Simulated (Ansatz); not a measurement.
SnS₂ (Fd-3m, No. 227, 12 atoms in the cell; start mp-1095397; a measured phase of this formula has another space group) was calculated with PBEsol in Ansatz (plane waves, PAW).

Run with plane-wave cutoff 520 eV, 6×6×6 k mesh, Fermi–Dirac smearing 0.01 eV, scalar-relativistic PAW data made under PBE.

Cell (relaxed at this level):

```cif
data_S32Sn16
_chemical_formula_sum 'Sn16 S32'
_space_group_name_H-M_alt 'Fd-3m :1'
_space_group_IT_number 227
_space_group_name_Hall 'F 4d 2 3 -1d'
_cell_length_a 10.35788
_cell_length_b 10.35788
_cell_length_c 10.35788
_cell_angle_alpha 90.000
_cell_angle_beta 90.000
_cell_angle_gamma 90.000
loop_
_atom_site_label
_atom_site_type_symbol
_atom_site_symmetry_multiplicity
_atom_site_Wyckoff_symbol
_atom_site_fract_x
_atom_site_fract_y
_atom_site_fract_z
_atom_site_occupancy
Sn1 Sn 16 d 0.62500 0.62500 0.62500 1
S1 S 32 e 0.37665 0.37665 0.37665 1
```
(The calculation used a cell of 12 atoms; values per cell refer to that cell.)

Task: Predict the band gap and smallest direct gap on the k points sampled.

Result: 
- band gap = 1.06 eV
- smallest direct gap on the k points sampled = 1.16 eV

Spin–orbit coupling is not included.

The computed numbers hold no vibrational or temperature effects.

It cost about 19 core-seconds (a rough figure) of CPU time.

A start named mp-… is a Materials Project structure, which need not be a measured phase.

Ansatz is a first-principles code.
